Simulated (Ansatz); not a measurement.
These are PBE (plane waves to 420 eV, PAW; Ansatz, a program for electronic structure) values and carry that method's errors.

Planar average of the electrostatic potential across the slab, in eV from the Fermi level, for a constructed model of the (110) surface of bcc Ta, a pseudomorphic layer of Co in the host's stacking (bottom of the slab: a bare face, its two planes held):

| z (Å) | V (eV) |
|---|---|
| 3.67 | 4.78 |
| 3.95 | 4.78 |
| 4.24 | 4.77 |
| 4.52 | 4.76 |
| 4.80 | 4.75 |
| 5.08 | 4.71 |
| 5.37 | 4.65 |
| 5.65 | 4.53 |
| 5.93 | 4.29 |
| 6.21 | 3.84 |
| 6.50 | 3.00 |
| 6.78 | 1.46 |
| 7.06 | -1.41 |
| 7.34 | -6.49 |
| 7.62 | -12.98 |
| 7.91 | -18.48 |
| 8.19 | -19.12 |
| 8.47 | -14.30 |
| 8.75 | -7.61 |
| 9.04 | -2.60 |
| 9.32 | -1.31 |
| 9.60 | -4.37 |
| 9.88 | -10.35 |
| 10.17 | -16.78 |
| 10.45 | -19.42 |
| 10.73 | -16.14 |
| 11.01 | -9.58 |
| 11.30 | -3.88 |
| 11.58 | -1.35 |
| 11.86 | -3.25 |
| 12.14 | -8.58 |
| 12.43 | -15.20 |
| 12.71 | -19.21 |
| 12.99 | -17.43 |
| 13.27 | -11.32 |
| 13.56 | -5.12 |
| 13.84 | -1.52 |
| 14.12 | -2.10 |
| 14.40 | -6.59 |
| 14.69 | -13.13 |
| 14.97 | -18.49 |
| 15.25 | -18.66 |
| 15.53 | -13.50 |
| 15.81 | -6.92 |
| 16.10 | -2.30 |
| 16.38 | -1.56 |
| 16.66 | -5.07 |
| 16.94 | -11.25 |
| 17.23 | -17.41 |
| 17.51 | -19.29 |
| 17.79 | -15.36 |
| 18.07 | -8.74 |
| 18.36 | -3.34 |
| 18.64 | -1.26 |
| 18.92 | -3.49 |
| 19.20 | -9.02 |
| 19.49 | -15.71 |
| 19.77 | -19.67 |
| 20.05 | -17.83 |
| 20.33 | -11.84 |
| 20.62 | -6.16 |
| 20.90 | -4.61 |
| 21.18 | -8.40 |
| 21.46 | -12.31 |
| 21.75 | -12.74 |
| 22.03 | -9.00 |
| 22.31 | -3.06 |
| 22.59 | 1.08 |
| 22.87 | 2.59 |
| 23.16 | 3.31 |
| 23.44 | 3.66 |
| 23.72 | 3.84 |
| 24.00 | 3.93 |
| 24.29 | 3.98 |
| 24.57 | 4.00 |
| 24.85 | 4.01 |
| 25.13 | 4.02 |
| 25.42 | 4.02 |
| 25.70 | 4.02 |
| 25.98 | 4.02 |

Set-up: 7 atoms, 14.3 Å thick at the start; mesh 14x14x1; 0.1 eV smearing; dipole correction on; 2 atoms held, the rest relaxed; start symmetry kept, larger cells not searched; spin-polarised, ending with about 1.3 μB a cell; orders that need a larger cell were not tried, no spin-orbit, no U. It is one candidate, not shown to be the stable structure of the face.

The surface cell has an area of 7.79 Å². What dipole along the normal does the step between the two vacuum levels imply?

the top vacuum level lies 0.76 eV below the bottom one; p = −ε₀ A ΔV (ε₀ = 0.005526 e/(V·Å)) gives 0.03 e·Å a cell.
